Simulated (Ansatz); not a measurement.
The starting structures come from a database of crystals and need not be the phases stable at ambient conditions.

 Where the default PAW files enter, the runs use the earlier of Ansatz's two default sets.

## Evanescent states of K₃Sb (P6_3/mmc, not sure to be the ambient phase, 8 atoms a cell, 43.0 Å³ an atom) along the normal of (001)

Computed with r2SCAN (plane waves, PAW; Ansatz, an electronic-structure program).

The gap is the functional's own. No spin-orbit coupling. Mid-gap values are interpolated on the energy grid.

Energies count from the valence-band top; κ is the least over a 6×6 mesh across the current.

| E (eV) | κ (1/Å) | where |
|---|---|---|
| 0.03 | 0.048 | Γ |
| 0.09 | 0.066 | Γ |
| 0.15 | 0.077 | Γ |
| 0.21 | ? | Γ |
| 0.27 | ? | Γ |
| 0.33 | ? | Γ |
| 0.39 | ? | Γ |
| 0.45 | ? | Γ |
| 0.51 | ? | Γ |
| 0.57 | ? | Γ |
| 0.63 | 0.071 | Γ |
| 0.69 | 0.059 | Γ |
| 0.75 | 0.041 | Γ |

Task: Complete the blanks.

Result: 
- 0.21, κ (1/Å): 0.084
- 0.27, κ (1/Å): 0.088
- 0.33, κ (1/Å): 0.090
- 0.39, κ (1/Å): 0.090
- 0.45, κ (1/Å): 0.089
- 0.51, κ (1/Å): 0.085
- 0.57, κ (1/Å): 0.079
